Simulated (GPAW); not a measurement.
**How a calculation on SrInAu₅ (I-4m2, 7 atoms in the cell) responds to its settings**

```xyz
7
Lattice="-3.6397 3.6397 2.7484 3.6397 -3.6397 2.7484 3.6397 3.6397 -2.7484" Properties=species:S:1:pos:R:3 pbc="T T T"
Sr     0.0000     0.0000     0.0000
In     3.6397     0.0000     1.3742
Au     1.4093     1.4093     2.7484
Au     1.4093    -1.4093     2.7484
Au     2.2304     2.2304     0.0000
Au    -1.4093     1.4093     2.7484
Au     0.0000     3.6397     1.3742
```

Base run A: GPAW with LDA (Perdew-Wang 92), GPAW PAW datasets LDA (gpaw-data 1.0.1), self-consistent single point.

Its settings: mode = pw; ecut = 550 eV; xc = LDA; kpts = 8 8 8; mesh shift (steps) = 0 0 0; occupations.name = fermi-dirac; occupations.width = 0.136 eV; nbands = -15; symmetry.symmorphic = false; symmetry.tolerance = 0.0005; maxiter = 100.

The starting cell comes from a database of computed structures (which also holds hypothetical and non-ambient phases and stackings), without a prior relaxation at this level. In the base run, with a pressure of about -6 GPa the cell is away from its equilibrium volume at this level.

ΔF is the free energy per atom less that of run A. 

| run | kpts, kpts_shift | ΔF (meV/atom) | pressure (GPa) | largest force (eV/Å) | k-points |
|---|---|---|---|---|---|
| A | 8 8 8, 0 0 0 | 0.00 | -5.54 | 0.006 | 59 |
| B | 5 5 5, 0 0 0 | -6.0 | -5.54 | 0.013 | 18 |
| C | 5 5 5, 0.5 0.5 0.5 | 7.2 | -5.51 | 0.011 | 18 |
| D | 6 6 6, 0 0 0 | -2.1 | -5.55 | 0.008 | 30 |
| E | 6 6 6, 0.5 0.5 0.5 | 4.4 | -5.49 | 0.005 | 28 |
| F | 7 7 7, 0 0 0 | -0.83 | -5.54 | 0.004 | 40 |
| G | 7 7 7, 0.5 0.5 0.5 | 1.79 | -5.51 | 0.007 | 40 |
| H | 8 8 8, 0.5 0.5 0.5 | 1.01 | -5.53 | 0.007 | 56 |
| I | 8 8 8, 0 0 0.5 | 0.64 | -5.53 | 0.007 | 90 |

Run E against A: The free energy goes up by 4.4 meV/atom, the pressure moves little (-5.54 to -5.49 GPa) and the largest force hardly changes (0.006 to 0.005 eV/Å).

Run C against A: The free energy goes up by 7.2 meV/atom, the pressure hardly changes (-5.54 to -5.51 GPa) and the largest force goes from 0.006 to 0.011 eV/Å.

Run G against A: The free energy goes up by 1.8 meV/atom, the pressure hardly changes (-5.54 to -5.51 GPa) and the largest force hardly changes (0.006 to 0.007 eV/Å).
